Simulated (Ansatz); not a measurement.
**Pd in the diamond structure (space group Fd-3m, No. 227; a hypothetical phase, not in the database extracts checked)**

```cif
data_Pd8
_chemical_formula_sum 'Pd8'
_space_group_name_H-M_alt 'Fd-3m :1'
_space_group_IT_number 227
_space_group_name_Hall 'F 4d 2 3 -1d'
_cell_length_a 5.80919
_cell_length_b 5.80919
_cell_length_c 5.80919
_cell_angle_alpha 90.000
_cell_angle_beta 90.000
_cell_angle_gamma 90.000
loop_
_atom_site_label
_atom_site_type_symbol
_atom_site_symmetry_multiplicity
_atom_site_Wyckoff_symbol
_atom_site_fract_x
_atom_site_fract_y
_atom_site_fract_z
_atom_site_occupancy
Pd1 Pd 8 a 0.00000 0.00000 0.00000 1
```
(The calculation used a cell of 2 atoms; values per cell refer to that cell.)

Method: Kohn–Sham DFT with the PBE functional, run in Ansatz (a program for electronic structure) with PAW and 420 eV plane waves, scalar-relativistic without spin-orbit coupling. k-mesh 14×14×14 (Γ-centred); smearing 0.05 eV (Fermi–Dirac).

```yaml
volume_per_atom: 24.51 Å³
density: 7.21 g/cm³
band_gap: zero
total_energy: -6971.703 eV/atom (σ→0; compares only within this code and set-up)
```

Stability against distortions was not tested. All final runs are without spin polarisation. Pd has a high density of states at the Fermi level and may be magnetic at this level.
